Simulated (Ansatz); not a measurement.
# Several settings converged on Pt3Pb (P4mm, 4 atoms in the cell)

```
Pt3Pb
1.0
    4.12023     0.00000     0.00000
    0.00000     4.12023     0.00000
    0.00000     0.00000     4.12023
Pt Pb
3 1
Cartesian
  2.06011   0.00000   2.06011
  0.05000   2.06011   2.06011
  2.06011   2.06011   0.00000
  0.00000   0.00000   0.00000
```

Base method: LDA (PW92), default PAW files made with PBE (plane waves; Ansatz, an electronic-structure program).

Base settings: basis.ecutwfc = 420 eV; kpoints.mp_grid.grid = 7 7 7; hamiltonian.xc = lda; hamiltonian.pseudopotentials = {kind: paw} (the program's default PAW files); scf.occupations.method = fermi_dirac; scf.occupations.width = 0.1 eV.

The count of work is k-points × plane waves × bands × iterations; it is no time. 

**The cutoff for other potential files**

Level: DFT, LDA (PW92), plane waves, harder PAW files (source: ansatz) made with PBE.

In this ladder: hamiltonian.pseudopotentials = {kind: paw, source: ansatz}.

The second cell is the first with its lattice scaled by 0.98.

The mesh stays at the base's, so the ladder's end is converged at best in this setting alone.

The first pressure column holds Ansatz's estimate of the finite-basis (Pulay) stress, which hides part of the cutoff error; the other is without it.

Only quantities that move along the ladder and can be compared are tabulated.

| basis.ecutwfc | free energy less the last step's (meV/atom) | energy of the compressed cell less the first (meV/atom) | pressure (GPa) | pressure without the Pulay estimate (GPa) | largest difference of a force vector from the last step's (eV/Å) | count of work / last |
|---|---|---|---|---|---|---|
| 260 eV | 13439.19 | -35.55 | -17.63 | -554.93 | 0.134 | 0.11 |
| 320 eV | 2835.47 | -53.49 | -14.60 | -163.61 | 0.072 | 0.15 |
| 405 eV | 229.61 | -39.53 | -11.10 | -29.15 | 0.014 | 0.21 |
| 495 eV | 10.86 | -35.82 | -10.87 | -11.92 | 0.001 | 0.28 |
| 580 eV | 2.94 | -35.56 | -10.85 | -10.88 | 0.000 | 0.35 |
| 695 eV | 2.26 | -35.56 | -10.85 | -10.88 | 0.000 | 0.47 |
| 870 eV | 1.17 | -35.56 | -10.85 | -10.88 | 0.000 | 0.65 |
| 1160 eV | 0.00 | -35.56 | -10.85 | -10.86 | 0.000 | 1.0 |

Coarsest basis.ecutwfc that holds the energy of the compressed cell less the first within 0.5 meV/atom of the last step, with all finer ones: 495 eV, at 0.28 of the last step's count of work; the step before is off by 4.0 meV/atom.

Coarsest basis.ecutwfc that holds the pressure within 0.05 GPa of the last step, with all finer ones: 495 eV, at 0.28 of the last step's count of work; the step before is off by 0.25 GPa.

Coarsest basis.ecutwfc that holds the pressure without the Pulay estimate within 0.2 GPa of the last step, with all finer ones: 580 eV, at 0.35 of the last step's count of work; the step before is off by 1.1 GPa.

At the lowest cutoff the pressure without the Pulay estimate lies 544 GPa under the last step's, the usual sign of Pulay stress in an incomplete plane-wave basis.

**The relaxed cell against the cutoff**

On Pt₃Pb (Pm-3m, 4 atoms in the cell): atoms on their sites.

In this ladder: relax = cell and atoms.

The mesh stays at the base's, so the ladder's end is converged at best in this setting alone.

Only quantities that move along the ladder and can be compared are tabulated.

```csv
basis.ecutwfc,relaxed volume (Å³/atom),relaxation steps
250 eV,16.696,22
295 eV,16.454,13
355 eV,16.479,8
420 eV,16.479,6
505 eV,16.479,6
630 eV,16.479,6
840 eV,16.479,6
```

Coarsest basis.ecutwfc that holds the relaxed volume within 0.033 Å³/atom of the last step, with all finer ones: 295 eV; the step before is off by 0.22 Å³/atom.

At the lowest cutoff the cell relaxes to a volume 1.3 % larger than at the highest. Ansatz relaxes on a stress corrected for the finite basis.

On the base run: the starting cell comes from a database of computed structures (which also holds hypothetical and non-ambient phases and stackings), without a prior relaxation at this level. Its lattice was rescaled by up to half a per cent. One atom was moved a little off its site on purpose. Spin polarisation is off.

Left out of this page: 1 run of the series failed or unconverged.

Keys are those of Ansatz 0.2.
